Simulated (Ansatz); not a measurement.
Lattice constant a of Ga2PN (model structure, P3m1, No. 156, 4 atoms in the cell) at several levels of theory

No measured value is used here.

| level (code) | value (Å) |
|---|---|
| LDA (Ansatz) | 3.468 |
| PBE (Ansatz) | 3.553 |
| PBEsol (Ansatz) | 3.502 |
| r²SCAN (Ansatz) | 3.514 |

Cutoffs differ between the levels. Ansatz's density-functional and Hartree–Fock values are scalar-relativistic unless marked +SOC, with PAW data made under PBE.

A model structure was made by putting elements into a prototype or built by hand; it is no filed structure, need not be a known phase, and can be a saddle point held by its symmetry.

Ansatz is a program for electronic structure.
